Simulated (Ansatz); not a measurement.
Defect: interstitial N in 3C silicon carbide, charge state +1. All values below come from PBE, PAW (plane waves to 420 eV; Ansatz, a program for electronic structure).

Cell of 64 host sites held at the relaxed PBE lattice; a 2×2×2 k-point mesh shifted by half a step; Fermi-Dirac width 0.01 eV, spin-restricted; finite-size errors left in. Static, classical nuclei. The charge state is imposed; whether it is stable for some Fermi level was not computed. Sites that were not tried may lie lower. On the k-point mesh the defect's levels are only partly filled at one site or more.

Barriers: single points on a 3×3×3 k-point mesh shifted by half a step at the bands' geometries.

The step: several atoms move together, N the farthest; the atom moves 2.10 Å along (-0.34, -0.34, 0.00) of the unit cell; at the start the N atom holds a host C site and a host atom stands off its site; at the end the N atom holds a host C site and a host atom stands off its site; the moving atom starts with neighbours C at 1.33; 2 Si at 1.76 Å and ends with C at 1.33; 2 Si at 1.76 Å.

**Question.** Predict the migration barrier of this step from PBE, PAW.

**Answer.** 1.20 eV, the same both ways. At the saddle the moving atom has neighbours C at 1.46, C at 1.82; Si at 1.65, Si at 2.16 Å. The saddle point's order was not checked.
